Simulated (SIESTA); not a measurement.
Input and output of a self-consistent single point for BiS (Cm, 4 atoms in the cell) (SIESTA)

Computed with LDA PW92, numerical atomic orbitals DZP, PseudoDojo LDA standard norm-conserving potentials (rewritten from UPF to PSML) (SIESTA).

Input:

```
# files in the folder: Bi.psml S.psml (PseudoDojo LDA standard)
SystemName  BiS
SystemLabel bis

NumberOfAtoms                4
NumberOfSpecies              2
%block ChemicalSpeciesLabel
  1 83 Bi
  2 16 S
%endblock ChemicalSpeciesLabel
LatticeConstant              3.976433 Ang
%block LatticeVectors
     0.712415876   -0.701757580    0.000000000
     0.712415876    0.701757580    0.000000000
    -0.414945254    0.000000000    2.733756108
%endblock LatticeVectors
AtomicCoordinatesFormat      ScaledCartesian
%block AtomicCoordinatesAndAtomicSpecies
     0.127344309    0.000000000    0.949460834  1
     0.882542716   -0.000000000    1.796870552  1
     0.885267932    0.000000000    1.054136355  2
     0.124618567    0.000000000    1.679619752  2
%endblock AtomicCoordinatesAndAtomicSpecies

XC.functional                LDA
XC.authors                   PW92
PAO.BasisSize                DZP
PAO.EnergyShift              0.01 Ry
MeshCutoff                   350 Ry
%block kgrid.MonkhorstPack
    8   0   0  0.0
    0   8   0  0.0
    0   0   3  0.0
%endblock kgrid.MonkhorstPack
OccupationFunction           FD
ElectronicTemperature        0.1 eV

MaxSCFIterations             150
SCF.Mixer.Method             Pulay
SCF.Mixer.Weight             0.2
SCF.Mixer.History            8
SCF.DM.Tolerance             1.0E-04
Diag.ParallelOverK           true
WriteForces                  true
```

Output, abridged:

```
reinit: Reading from file input.fdf

reinit: System Name: BiS
reinit: System Label: bis

coor:   Atomic-coordinates input format  =     Cartesian coordinates
coor:                                          (in units of alat)

siesta: Atomic coordinates (Bohr) and species
siesta:      0.95691   0.00000   7.13460  1        1
siesta:      6.63175  -0.00000  13.50235  1        2
siesta:      6.65223   0.00000   7.92117  2        3
siesta:      0.93643   0.00000  12.62128  2        4

siesta: System type = slab

initatomlists: Number of atoms, orbitals, and projectors:      4    62   100

siesta: ******************** Simulation parameters ****************************
redata: Spin configuration                          = none
redata: Time-Reversal Symmetry                      = T
redata: Number of Atomic Species                    =        2
redata: Mesh Cutoff                                 =   350.0000 Ry
redata: Net charge of the system                    =     0.0000 |e|
redata: Min. number of SCF Iter                     =        0
redata: Max. number of SCF Iter                     =      150
redata: SCF convergence failure will abort job
redata: SCF mix quantity                            = Hamiltonian
redata: Mix DM or H after convergence               =   F
redata: Recompute H after scf cycle                 =   F
redata: Mix DM in first SCF step                    =   T
redata: No kicks to SCF
redata: DM Mixing Weight for Kicks                  =     0.5000
redata: Require Harris convergence for SCF          =   F
redata: Harris energy tolerance for SCF             =     0.000100 eV
redata: Require DM convergence for SCF              =   T
redata: DM tolerance for SCF                        =     0.000100
redata: Require EDM convergence for SCF             =   F
redata: EDM tolerance for SCF                       =     0.001000 eV
redata: Require H convergence for SCF               =   T
redata: Hamiltonian tolerance for SCF               =     0.001000 eV
redata: Require (free) Energy convergence for SCF   =   F
redata: (free) Energy tolerance for SCF             =     0.000100 eV
redata: Using DFT-D3 dispersion                     =   F
redata: Using Saved Data (generic)                  =   F
redata: Method of Calculation                       = Diagonalization
redata: Electronic Temperature                      =  1160.4518 K
redata: Number of TDED substeps                     =        3
redata: Dynamics option                             = Single-point calculation
redata: Save all siesta data in one NC              =   F
redata: ***********************************************************************

%block SCF.Mixers
  Pulay
%endblock SCF.Mixers

%block SCF.Mixer.Pulay
  # Mixing method
  method pulay
  variant stable

  # Mixing options
  weight 0.2000
  weight.linear 0.2000
  history 8
%endblock SCF.Mixer.Pulay

DM_history_depth set to one: no extrapolation allowed by default for geometry relaxation
Size of DM history Fstack: 1
Total number of electrons:    42.000000
Total ionic charge:    42.000000

* ProcessorY, Blocksize:    1  63

* Orbital distribution balance (max,min):    62    62

k-point displ. along   1 input, could be:     0.00    0.50
k-point displ. along   2 input, could be:     0.00    0.50
 Kpoints in:          120 . Kpoints trimmed:          110

siesta: k-grid: Number of k-points = 110
siesta: k-points from Monkhorst-Pack grid
siesta: k-cutoff (effective) =    15.906 Ang
siesta: k-point supercell and displacements
siesta: k-grid:     8     0     0      0.000
siesta: k-grid:     0     8     0      0.000
siesta: k-grid:     0     0     3      0.000

diag: Algorithm                                     = D&C
diag: Parallel over k                               =   F
diag: Use parallel 2D distribution                  =   F
diag: Parallel block-size                           = 63
diag: Parallel distribution                         =     1 x     1
diag: Used triangular part                          = Lower
diag: Absolute tolerance                            =  0.100E-15
diag: Orthogonalization factor                      =  0.100E-05
diag: Memory factor                                 =  1.0000

superc: Internal auxiliary supercell:     5 x     5 x     1  =      25
superc: Number of atoms, orbitals, and projectors:    100   1550   2500

                        Single-point calculation

superc: Internal auxiliary supercell:     5 x     5 x     1  =      25
superc: Number of atoms, orbitals, and projectors:    100   1550   2500

outcell: Unit cell vectors (Ang):
        2.832874   -2.790492    0.000000
        2.832874    2.790492    0.000000
       -1.650002    0.000000   10.870598

outcell: Cell vector modules (Ang)   :    3.976433    3.976433   10.995108
outcell: Cell angles (23,13,12) (deg):     96.1372     96.1372     89.1364
outcell: Cell volume (Ang**3)        :    171.8666
new_DM -- step:     1
Initializing Density Matrix...

Attempting to read DM from file... Failed...
DM filled with atomic data:

InitMesh: MESH = 48 x 48 x 128 = 294912
InitMesh: Mesh cutoff (required, used) =   350.000   383.191 Ry

stepf: Fermi-Dirac step function

        iscf     Eharris(eV)        E_KS(eV)     FreeEng(eV)     dDmax    Ef(eV) dHmax(eV)
   scf:    1    -5045.028589    -5042.868526    -5042.919900  0.614726 -2.839649  4.439602
   scf:    2    -5044.060568    -5043.550958    -5043.602850  0.057783 -2.944243  2.983848
   scf:    3    -5043.896050    -5043.766477    -5043.821085  0.073979 -3.108019  1.656495
   scf:    4    -5043.795941    -5043.796341    -5043.853607  0.062133 -3.198198  1.031462
   scf:    5    -5043.824560    -5043.815426    -5043.874496  0.045217 -3.283743  0.155287
   scf:    6    -5043.818368    -5043.817284    -5043.876830  0.010274 -3.297900  0.021455
   scf:    7    -5043.817488    -5043.817486    -5043.876899  0.001357 -3.290847  0.035111
   scf:    8    -5043.817642    -5043.817588    -5043.876983  0.000801 -3.289672  0.005409
   scf:    9    -5043.817559    -5043.817575    -5043.876985  0.000287 -3.288778  0.004498
   scf:   10    -5043.817589    -5043.817582    -5043.876985  0.000169 -3.288333  0.002923
   scf:   11    -5043.817573    -5043.817578    -5043.876986  0.000046 -3.288229  0.000140

SCF Convergence by DM+H criterion
max |DM_out - DM_in|         :     0.0000456572
max |H_out - H_in|      (eV) :     0.0001400657
SCF cycle converged after 11 iterations

Using DM_out to compute the final energy and forces

siesta: E_KS(eV) =            -5043.8176

siesta: E_KS - E_eggbox =     -5043.8176

siesta: Atomic forces (eV/Ang):
     1    0.199324   -0.000000    0.056516
     2   -0.191768    0.000000   -0.134258
     3   -0.196225   -0.000000    0.157309
     4    0.188869    0.000000   -0.078763
   Tot    0.000200   -0.000000    0.000803
   Max    0.199324
   Res    0.130016    sqrt( Sum f_i^2 / 3N )
   Max    0.199324    constrained

Stress tensor Voigt[x,y,z,yz,xz,xy] (kbar):       14.39       12.02        5.74       -0.00        1.66       -0.00
(Free)E + p*V (eV/cell)    -5045.0266
Target enthalpy (eV/cell)    -5043.8770

siesta: Program's energy decomposition (eV):
siesta: Ebs     =      -759.138312
siesta: Eions   =      6000.664570
siesta: Ena     =       660.057131
siesta: Ekin    =      2330.169198
siesta: Enl     =      -741.062025
siesta: Eso     =         0.000000
siesta: Edftu   =         0.000000
siesta: DEna    =        27.996772
siesta: DUscf   =         0.832037
siesta: DUext   =         0.000000
siesta: Ex      =     -1202.167066
siesta: Ec      =      -118.979054
siesta: Exc     =     -1321.146120
siesta: Eharris =     -5043.817573
siesta: Etot    =     -5043.817578
siesta: FreeEng =     -5043.876986

siesta: Atomic forces (eV/Ang):
siesta:      1    0.199324   -0.000000    0.056516
siesta:      2   -0.191768    0.000000   -0.134258
siesta:      3   -0.196225   -0.000000    0.157309
siesta:      4    0.188869    0.000000   -0.078763
siesta: ----------------------------------------
siesta:    Tot    0.000200   -0.000000    0.000803

siesta: Stress tensor (static) (eV/Ang**3):
siesta:     0.008984    0.000000    0.001037
siesta:    -0.000000    0.007500   -0.000000
siesta:     0.001037   -0.000000    0.003583

siesta: Cell volume =        171.866594 Ang**3

siesta: Pressure (static):
siesta:                Solid            Molecule  Units
siesta:          -0.00007285         -0.00003511  Ry/Bohr**3
siesta:          -0.00668880         -0.00322377  eV/Ang**3
siesta:         -10.71664442         -5.16505001  kBar

siesta: Electric dipole (a.u.)  =    0.000000    0.000000   -0.011297
siesta: Electric dipole (Debye) =    0.000000    0.000000   -0.028714
```

The run converged in 11 iterations.

The starting cell comes from a database of computed structures (which also holds hypothetical and non-ambient phases and stackings), without a prior relaxation at this level. Its lattice was rescaled by up to half a per cent. One atom was moved a little off its site on purpose. Values carry the incompleteness of an atom-centred basis. The run gives no clean gap (levels at the Fermi energy touch, overlap or are partly filled at this smearing), which alone does not show that the compound is a metal.

Cost on one core of a shared machine: roughly 30 s.
